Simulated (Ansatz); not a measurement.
Base system: TiB₂ (space group P6/mmm, No. 191; a = 3.0324 Å, c = 3.2238 Å; relaxed with 0.1 eV smearing).

All numbers come from Ansatz (a program for electronic structure), PBE, PAW, cutoff 420 eV, scalar-relativistic without spin-orbit coupling.

Base values:

The band gap is zero. The pressure is 0.0 GPa.

One thing is altered: the cell is scaled by 1.0200 in all directions; the atoms relax in the strained cell.

**Question.** How does this affect the band gap?

**Answer.** The band gap is still zero.

**Question.** What does the calculation give for the energy relative to the base after the change?

**Answer.** The energy grows by 23 meV/atom.

**Question.** Predict the new pressure.

**Answer.** The pressure (mean of the normal stresses, compression positive) goes from zero to -13.5 GPa.

No phonon test of stability was made. The final runs are not spin-polarised.
